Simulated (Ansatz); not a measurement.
# Pressure series in Mo

Base system: Mo in the bcc (W type) structure (space group Im-3m, No. 229; a = 3.1607 Å).

Cell and atoms are relaxed at each pressure.

Calculations: Kohn–Sham DFT with the PBE functional, run in Ansatz (an electronic-structure program) with PAW and 420 eV plane waves, scalar-relativistic without spin-orbit coupling.

Notes on the quantities. enthalpy: H = E + PV relative to the base's energy.

```tsv
case	enthalpy	density
base	–	10.09 g/cm³
pressure −2 GPa	-0.20 eV/atom	10.01 g/cm³
pressure −1 GPa	-0.10 eV/atom	10.05 g/cm³
pressure 0.9 GPa	+0.09 eV/atom	10.13 g/cm³
pressure 2.1 GPa	+0.21 eV/atom	10.17 g/cm³
pressure 4.5 GPa	+0.44 eV/atom	10.26 g/cm³
pressure 9 GPa	+0.87 eV/atom	10.42 g/cm³
pressure 15 GPa	+1.44 eV/atom	10.63 g/cm³
pressure 22.5 GPa	+2.13 eV/atom	10.87 g/cm³
pressure 30 GPa	+2.81 eV/atom	11.09 g/cm³
```

Load acts through the strain it causes; cell and atoms are relaxed under it. Whether these cells are dynamically stable was not tested. Competing high-pressure phases were not computed. The final runs are not spin-polarised.
